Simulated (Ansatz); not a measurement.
## How far PBE and r2SCAN part for TaN, pressure −1 GPa

Start from TaN in the rock salt structure (space group Fm-3m, No. 225; a = 4.416 Å).

(Cell as relaxed with PBE.)

Levels (all Ansatz, a first-principles code, PAW, earlier PAW set): PBE (420 eV, no spin-orbit coupling); r2SCAN (500 eV, no SOC).

Each level relaxes its own structure.

| base | PBE | r2SCAN |
|---|---|---|
| volume per atom | 10.77 Å³ | 10.62 Å³ |
| lattice parameter a | 4.416 Å | 4.396 Å |
| band gap | zero | zero |

It is then changed as follows: a negative pressure, −1 GPa.

```
quantity              PBE    r2SCAN
---------------  --------  --------
volume per atom  10.80 Å³  10.65 Å³
band gap             zero      zero
```

PBE's volume per atom lies 0.15 Å³ above r2SCAN's (1.4 %); the two agree on the band gap. Neither level is exact; r2SCAN is the comparison here, not a measurement.

Load acts through the strain it causes; cell and atoms are relaxed under it. Whether these cells are dynamically stable was not tested. All final runs are without spin polarisation. This is not the structure that TaN has at room temperature and ambient pressure.
